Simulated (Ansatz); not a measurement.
Partial pair distribution functions of a relaxed model of amorphous In$_{24}$O$_{38}$Ge, broadened by 0.06 Å; density 6.39 g/cm³. These are PBE, scalar-relativistic without spin-orbit coupling (plane waves to 420 eV, PAW; Ansatz, a quantum-chemistry and plane-wave program) values and carry that method's errors.

Preparation: random packing, a CHGNet melt and quench, and a DFT relaxation. O atoms were pushed apart under 1.9 Å during the dynamics, to hinder bonds among them. The hot cell started wider than the set density and was brought back towards it in steps. It is the lowest in DFT energy of 2 quenches. It is a model cell: composition and starting density were chosen by hand, and all elements were melted together. No dispersion term was used. Its density started from a set value of 6.39 and ended at 6.39 g/cm³. The simulated quench (nominally 280 K/ps over its main leg) is rapid and tends to freeze in more defects than a deposited or slowly cooled glass has. A cell of this size samples the disorder only roughly. The volume was held where the preparation left it, at a PBE pressure of -0.5 GPa (tension). Stress components on the final sampling reach 1.6 GPa.

```csv
r (Å),g In-O,g O-Ge,g In-In,g O-O
1.55,0.00,0.02,0.00,0.00
1.65,0.00,1.81,0.00,0.00
1.75,0.00,12.46,0.00,0.00
1.85,0.00,8.26,0.00,0.00
1.95,0.38,0.91,0.00,0.00
2.05,3.99,0.01,0.00,0.00
2.15,7.74,0.00,0.00,0.00
2.25,5.14,0.00,0.00,0.00
2.35,2.09,0.00,0.00,0.00
2.45,0.96,0.00,0.00,0.01
2.55,0.51,0.00,0.00,0.26
2.65,0.24,0.00,0.00,0.89
2.75,0.07,0.00,0.00,1.85
2.85,0.07,0.00,0.07,2.05
2.95,0.19,0.00,0.21,1.84
3.05,0.15,0.00,0.21,2.14
3.15,0.24,0.35,0.57,2.34
3.25,0.39,2.11,2.57,2.27
3.35,0.36,1.92,3.70,1.83
3.45,0.52,0.71,2.84,1.88
3.55,0.64,0.03,1.96,1.17
3.65,0.79,0.29,1.79,0.93
3.75,0.81,2.18,2.31,0.82
3.85,0.71,1.88,2.10,0.85
3.95,0.88,1.06,1.86,0.65
4.05,1.08,1.39,1.71,0.85
4.15,1.06,0.71,1.26,0.72
4.25,1.34,1.68,0.74,0.67
4.35,1.41,1.83,0.37,0.68
4.45,1.25,0.55,0.30,0.55
4.55,1.04,0.92,0.27,0.51
4.65,1.22,1.03,0.34,0.45
4.75,1.64,1.30,0.32,0.52
```

Within 2.76 Å each In has 5.50 O neighbours on average.
